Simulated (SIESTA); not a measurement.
```
CELL_PARAMETERS angstrom
      0.00000     2.21132     2.21132
      2.21132     0.00000     2.21132
      2.21132     2.21132     0.00000
ATOMIC_POSITIONS crystal
  Nb 0.50000 0.50000 0.50000
  N  0.00000 0.00000 0.00000
```

Level of theory: GGA PBE+U, numerical atomic orbitals DZP, PseudoDojo PBE standard norm-conserving potentials (rewritten from UPF to PSML) (SIESTA).

The set-up and first iterations of a SIESTA log for NbN (Fm-3m, 2 atoms in the cell):

```
reinit: Reading from file input.fdf

reinit: System Name: NbN
reinit: System Label: NbN

coor:   Atomic-coordinates input format  =     Cartesian coordinates
coor:                                            (in Bohr units)

siesta: Atomic coordinates (Bohr) and species
siesta:      4.17879   4.17879   4.17879  1        1
siesta:      0.00000   0.00000   0.00000  2        2

siesta: System type = bulk

initatomlists: Number of atoms, orbitals, and projectors:      2    32    26

siesta: ******************** Simulation parameters ****************************
redata: Spin configuration                          = none
redata: Time-Reversal Symmetry                      = T
redata: Number of Atomic Species                    =        2
redata: Mesh Cutoff                                 =   400.0000 Ry
redata: Net charge of the system                    =     0.0000 |e|
redata: Min. number of SCF Iter                     =        0
   [... lines left out ...]
diag: Orthogonalization factor                      =  0.100E-05
diag: Memory factor                                 =  1.0000

superc: Internal auxiliary supercell:     9 x     9 x     9  =     729
superc: Number of atoms, orbitals, and projectors:   1458  23328  18954

                        Single-point calculation

superc: Internal auxiliary supercell:     9 x     9 x     9  =     729
superc: Number of atoms, orbitals, and projectors:   1458  23328  18954

outcell: Unit cell vectors (Ang):
        0.000000    2.211319    2.211319
        2.211319    0.000000    2.211319
        2.211319    2.211319    0.000000

outcell: Cell vector modules (Ang)   :    3.127277    3.127277    3.127277
outcell: Cell angles (23,13,12) (deg):     60.0000     60.0000     60.0000
outcell: Cell volume (Ang**3)        :     21.6264
new_DM -- step:     1
Initializing Density Matrix...

Attempting to read DM from file... Failed...
DM filled with atomic data:

InitMesh: MESH = 32 x 32 x 32 = 32768
InitMesh: Mesh cutoff (required, used) =   400.000   434.071 Ry
hubbard_term: recalculating local occupations    1
hubbard_term: maximum change in local occup.    0.512365
hubbard_term: recalculating Hamiltonian

stepf: Fermi-Dirac step function
hubbard_term: recalculating local occupations    1
hubbard_term: maximum change in local occup.    0.135563
hubbard_term: recalculating Hamiltonian
        iscf     Eharris(eV)        E_KS(eV)     FreeEng(eV)     dDmax    Ef(eV) dHmax(eV)
   scf:    1    -1941.429496    -1962.866551    -1962.891259  0.643435 -1.002687 11.876416
   scf:    2    -1973.670490    -1969.438496    -1969.466374  0.191288 -1.431165  4.776228
   scf:    3    -1970.685910    -1970.532122    -1970.563684  0.140789 -1.828677  1.075818
   scf:    4    -1970.416140    -1970.507603    -1970.538957  0.075131 -2.044127  1.056004
   scf:    5    -1970.239093    -1970.518734    -1970.551889  0.084534 -2.268121  1.317284
   scf:    6    -1970.627707    -1970.591264    -1970.623265  0.048669 -2.167093  0.061789
hubbard_term: recalculating local occupations    2
hubbard_term: maximum change in local occup.    0.094662
hubbard_term: recalculating Hamiltonian
   scf:    7    -1970.524359    -1970.526220    -1970.558146  0.002690 -2.161896  0.545330
hubbard_term: recalculating local occupations    3
hubbard_term: maximum change in local occup.    0.000125
   scf:    8    -1970.526718    -1970.527160    -1970.559075  0.000457 -2.160847  0.548427
hubbard_term: recalculating local occupations    4
hubbard_term: maximum change in local occup.    0.000225
   scf:    9    -1970.527576    -1970.527972    -1970.559879  0.000358 -2.160066  0.550663
hubbard_term: recalculating local occupations    5
hubbard_term: maximum change in local occup.    0.000221
   scf:   10    -1970.527796    -1970.527300    -1970.559233  0.001052 -2.163113  0.538997
   [... lines left out ...]
```

Q: How does the run end?

A: The run converged in 35 iterations. Convergence of the loop says nothing yet on basis, mesh or lower states. It ends on: free energy E − TS -1970.5790 eV; Fermi level (on the code's own zero) -2.45 eV; pressure 7.52 GPa; Hubbard energy 7.488 eV. The log goes on:

```
   scf:   25    -1970.547577    -1970.547575    -1970.579710  0.000111 -2.448026  0.001061
hubbard_term: recalculating local occupations   19
   [... lines left out ...]
   scf:   32    -1970.547650    -1970.547650    -1970.579780  0.000020 -2.448020  0.000174
hubbard_term: recalculating local occupations   26
hubbard_term: maximum change in local occup.    0.000559
   scf:   33    -1970.547653    -1970.547653    -1970.579783  0.000015 -2.448010  0.000135
hubbard_term: recalculating local occupations   27
hubbard_term: maximum change in local occup.    0.000559
   scf:   34    -1970.547655    -1970.547655    -1970.579785  0.000012 -2.448002  0.000106
hubbard_term: recalculating local occupations   28
hubbard_term: maximum change in local occup.    0.000560
   scf:   35    -1970.547657    -1970.547657    -1970.579787  0.000009 -2.447995  0.000083
SCF Convergence by DM+H criterion
max |DM_out - DM_in|         :     0.0000093737
max |H_out - H_in|      (eV) :     0.0000827352
DFT+U population converged by dTol_pop criteria:
max |pop(DFT+U)_i - pop(DFT+U)_j|:     0.0005597264
SCF cycle converged after 35 iterations

Using DM_out to compute the final energy and forces
hubbard_term: recalculating local occupations   29
hubbard_term: maximum change in local occup.    0.000560
hubbard_term: recalculating Hamiltonian and forces

siesta: E_KS(eV) =            -1970.5469

siesta: E_KS - E_eggbox =     -1970.5469

siesta: Atomic forces (eV/Ang):
     1    0.000000    0.000000    0.000000
     2   -0.000000   -0.000000   -0.000000
   Tot   -0.000000   -0.000000   -0.000000
   Max    0.000000
   Res    0.000000    sqrt( Sum f_i^2 / 3N )
   Max    0.000000    constrained

Stress tensor Voigt[x,y,z,yz,xz,xy] (kbar):      -75.18      -75.18      -75.18       -0.03       -0.03       -0.03
   [... lines left out ...]
siesta: FreeEng =     -1970.579021

siesta: Stress tensor (static) (eV/Ang**3):
siesta:    -0.046926   -0.000016   -0.000016
siesta:    -0.000016   -0.046926   -0.000016
siesta:    -0.000016   -0.000016   -0.046926

siesta: Cell volume =         21.626398 Ang**3

siesta: Pressure (static):
siesta:                Solid            Molecule  Units
siesta:           0.00051109          0.00051109  Ry/Bohr**3
siesta:           0.04692640          0.04692640  eV/Ang**3
siesta:          75.18438146         75.18437649  kBar
```

For comparison: a first run (DFT, GGA PBE, numerical atomic orbitals DZP, PseudoDojo PBE standard norm-conserving potentials (rewritten from UPF to PSML)) was changed to give this one (DFTU.ProjectorGenerationMethod: default → 2; DFTU.CutoffNorm: default → 0.9; DFTU.FirstIteration: default → true; DFTU.proj: default → [Nb 1, n=4 2, 6.00 0.00, 0.00 0.00]), and from it to this one the pressure goes from 4.92 to 7.52 GPa.

The starting cell comes from a database of computed structures (which also holds hypothetical and non-ambient phases and stackings), without a prior relaxation at this level. Its lattice was rescaled by a random factor within 2.5 % of one. Spin polarisation is off. The U value is a test value, and with U on an open shell several self-consistent states can exist. Values carry the incompleteness of an atom-centred basis. With a pressure of about 8 GPa the cell is away from its equilibrium volume at this level.

The run was DFT, GGA PBE+U, numerical atomic orbitals DZP, PseudoDojo PBE standard norm-conserving potentials (rewritten from UPF to PSML). Main settings of its input:

- XC.functional = GGA
- XC.authors = PBE
- potentials = PseudoDojo PBE standard
- PAO.BasisSize = DZP
- PAO.EnergyShift = 0.01 Ry
- MeshCutoff = 400 Ry
- kgrid.MonkhorstPack = 17 17 17
- OccupationFunction = FD
- ElectronicTemperature = 1160.45 K
- DFTU.ProjectorGenerationMethod = 2
- DFTU.CutoffNorm = 0.9
- DFTU.FirstIteration = true
